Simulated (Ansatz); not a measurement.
```
Be
1.0
    2.25325     0.00000     0.00000
   -1.12662     1.95137     0.00000
    0.00000     0.00000    12.56797
Be
7
Direct
  0.00000   0.00000   0.99833
  0.66667   0.33333   0.14143
  0.33333   0.66667   0.28714
  0.00000   0.00000   0.43024
  0.33333   0.66667   0.57101
  0.00000   0.00000   0.71429
  0.66667   0.33333   0.85756
```

Calculation: PBE (plane waves to 420 eV, PAW; Ansatz, a quantum-chemistry and plane-wave program). No spin–orbit coupling. Its k-point mesh 27×27×7, Fermi–Dirac width 0.1 eV.

**Question.** Which polytype is this, and how does it compare with the cubic form?

**Answer.** Be 7H (hcchhch), stacking ACBABAC, hexagonality 57 %, space group P-3m1 (a stacking that need not occur in nature); -53 meV/atom against 3C, layer spacing over a = 0.7968 (ideal 0.8165).
